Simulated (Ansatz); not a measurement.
The parent structure is WC (space group P-6m2, No. 187; a = 2.8991 Å, c = 2.8268 Å; relaxed with 0.1 eV smearing).

The values are results of PBEsol (Ansatz, an electronic-structure program; PAW; 420 eV plane waves; no spin-orbit coupling), not measurements.

For the base:

Pressure: 0.0 GPa

Now apply this change: every lattice vector is stretched by 2.21 %, atoms relaxed at fixed cell.

**Question.** Predict the new energy relative to the base.

**Answer.** The energy grows by 54 meV/atom.

**Question.** What happens to the pressure?

**Answer.** The pressure (mean of the normal stresses, compression positive) goes from zero to -23.4 GPa.

The cells carry an imposed strain or load. No phonon test of stability was made. The final runs are not spin-polarised.
